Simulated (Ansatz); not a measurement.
Take MoTe₂ (space group P6_3/mmc, No. 194; a = 3.497 Å, c = 13.696 Å; layered, stacked along the Cartesian z axis) as the base. Axes: x lies along a and z along c of the hexagonal cell.

Computed with PBE-D3(BJ) (Ansatz, an electronic-structure program; PAW; 420 eV plane waves; no SOC).

For the base:

| Quantity | Value |
|---|---|
| Band gap | 0.60 eV |
| Gap character | indirect, Γ → K–Γ (44 % along) |

It is then changed as follows: uniaxial strain ε_zz = −2.40 %, all other strain components held at zero, atoms relaxed at fixed cell.

### Question
How does this affect the stress?

### Answer
The stress (xx, yy, zz, yz, xz, xy; compression positive) is (0.47, 0.47, 1.99, 0.00, 0.00, 0.00) GPa.

### Question
Estimate the effect on the band gap.

### Answer
The band gap falls by 0.235 eV, from 0.60 eV to 0.37 eV.

### Question
Predict the new energy relative to the base.

### Answer
The energy goes up by 3.4 meV/atom.

### Question
How does this affect the gap character?

### Answer
The gap character changes from indirect, Γ → K–Γ (44 % along) to indirect, K–Γ (88 % along) → K–Γ (44 % along).

With Te present, leaving out spin-orbit coupling can change the band edges. Stability against distortions was not tested. The program warned that a D3 coordination switch lies within reach, so dispersion energies are less smooth here.
